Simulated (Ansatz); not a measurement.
Start from ZnSe in the zinc blende structure (space group F-43m, No. 216; a = 5.6656 Å). Axes: x, y, z lie along the cube axes.

The values are results of Ansatz (an electronic-structure program), r2SCAN, PAW, cutoff 500 eV, no spin-orbit coupling, not measurements.

Base values:

The band gap is 1.87 eV. The shortest interatomic distance comes out as 2.453 Å and the valence-band top at Γ is 0.00, 0.00, 0.00 eV.

Modification: biaxial strain +2.50 %, plane normal [001], relaxed out of plane (Cartesian); in-plane vectors clamped, the third vector and the atoms free.

Problem. Predict the new band gap, shortest interatomic distance and valence-band top at Γ.

Solution. The band gap decreases by 0.21 eV (1.87 eV → 1.66 eV); the shortest interatomic distance increases by 0.017 Å, from 2.453 Å to 2.470 Å; the valence-band top at Γ (three highest levels, from the VBM) goes from 0.00, 0.00, 0.00 eV to 0.00, -0.18, -0.18 eV.

Semilocal Kohn–Sham gaps tend to fall short of experiment. No phonon test of stability was made.
